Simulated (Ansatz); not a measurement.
The starting structures come from a database of crystals and need not be the phases stable at ambient conditions.

Tunnelling through a barrier is set by its complex band structure: the current falls as exp(−2κd) with the smallest κ.

```xyz
12
Lattice="6.0708 0.0000 0.0000 0.0000 8.5845 0.0000 0.0000 0.0000 6.0703" Properties=species:S:1:pos:R:3 pbc="T T T"
W      3.7943     7.5115     0.0132
W      0.7589     1.0731     6.0571
W      0.7589     3.2192     3.0219
W      3.7943     5.3653     3.0484
N      5.3162     8.5786     6.0696
N      2.2807     0.0059     0.0007
N      2.2807     4.2863     3.0359
N      5.3162     4.2982     3.0344
N      0.7547     2.1630     1.4920
N      3.7901     6.4215     4.5783
N      3.7901     6.4553     1.5431
N      0.7547     2.1292     4.5272
```

Space group of this cell: Pna2_1. The cell is taken as given; by PBEsol its mean pressure is -3.2 GPa.

Transport runs along the normal of the first two printed cell vectors.

The gap is the functional's own. No spin-orbit coupling. Mid-gap values are interpolated on the energy grid.

Compute, with Ansatz (a quantum-chemistry and plane-wave program) with PBEsol, the band gap and the smallest decay constant κ at mid-gap.

Gap 0.65 eV on a 6×4×6 mesh; κ = 0.066 1/Å, at the zone centre.
